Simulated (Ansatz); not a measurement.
Results of rVV10 (Ansatz, a first-principles code, PAW) for white tin (β-Sn).

Settings: plane-wave cutoff 520 eV, 20×20×20 k mesh, Fermi–Dirac smearing 0.05 eV, scalar-relativistic PAW data made under PBE.

Equation-of-state points:

```
V (Å³/atom)  E − E_lowest (meV/atom)  P (GPa)
-----------  -----------------------  -------
28.255                          6.98    1.975
28.843                          1.68    0.931
29.432                          0.00    0.000
30.021                          1.55   -0.830
30.609                          5.99   -1.571
```

Estimate the bulk modulus from the pressures at 28.843 and 30.021 Å³/atom, and compare it with a fit to all energies.

B = −V dP/dV. Between V = 28.843 and 30.021 Å³/atom, dP/dV = (-0.830 − (0.931))/(30.021 − 28.843) = -1.49 GPa per Å³/atom; at the midpoint 29.432 Å³/atom this gives B ≈ 44.0 GPa. The third-order Birch–Murnaghan fit gives V0 = 29.432 Å³/atom, B0 = 43.9 GPa, B′ = 4.7, which lies within 1 % of that estimate.

Shape and atoms are relaxed at each volume.

Measured, for comparison: bulk modulus 57.0 GPa (temperature not stated, no zero-point or thermal correction; as tabulated in Chen et al. (2023), arXiv:2209.05059). Computed (rounded) less measured: bulk modulus -23 %.

Note: the bulk modulus comes from volumes at which shape and atoms were relaxed.

Spin–orbit coupling is not included.

Static lattice: no zero-point or thermal effects.

The result took around 8 core-minutes (rough).
